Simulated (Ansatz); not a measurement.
The reference is MoSi₂ (space group I4/mmm, No. 139; a = 3.217 Å, c = 7.875 Å; relaxed with 0.1 eV smearing). Axes: x, y, z lie along a, b, c of the conventional cell.

(Cell as relaxed with PBE.)

Levels (all Ansatz, a first-principles code, PAW, earlier PAW set): PBE (420 eV, no spin-orbit coupling); PBEsol (420 eV, spin-orbit coupling left out).

Each level relaxes its own structure.

```
base                      PBE    PBEsol
-------------------  --------  --------
volume per atom      13.58 Å³  13.27 Å³
lattice parameter a   3.217 Å   3.190 Å
band gap                 zero      zero
```

Modification: the cell is stretched by 2.72 % along z with no lateral relaxation, atoms relaxed at fixed cell.

```csv
quantity,PBE,PBEsol
energy relative to the base (free energy F),+14 meV/atom,+15 meV/atom
"pressure (mean of the normal stresses, compression positive)",-5.4 GPa,-5.8 GPa
```

PBE's energy relative to the base lies 0.6 meV/atom below PBEsol's; PBE's pressure lies 0.4 GPa above PBEsol's. Neither level is exact; PBEsol is the comparison here, not a measurement.

The cells carry an imposed strain or load. Stability against distortions was not tested. All final runs are without spin polarisation.
